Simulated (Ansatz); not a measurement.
Take B13C2 (space group R-3m, No. 166; a = 5.635 Å, c = 12.057 Å (hexagonal axes); a cell from a computed database, its experimental status unchecked) as the base.

Calculations: Kohn–Sham DFT with the PBEsol functional, run in Ansatz (an electronic-structure program) with PAW and 420 eV plane waves, no spin-orbit coupling.

For the base:

The lattice parameter a comes out as 5.635 Å.

The change: a negative pressure, −1 GPa.

Problem. What does the calculation give for the lattice parameter a after the change?

Solution. The lattice parameter a increases by 0.007 Å, from 5.635 Å to 5.642 Å.

Load acts through the strain it causes; cell and atoms are relaxed under it. Whether these cells are dynamically stable was not tested. The final runs are not spin-polarised. An odd electron count without spin: B13C2.
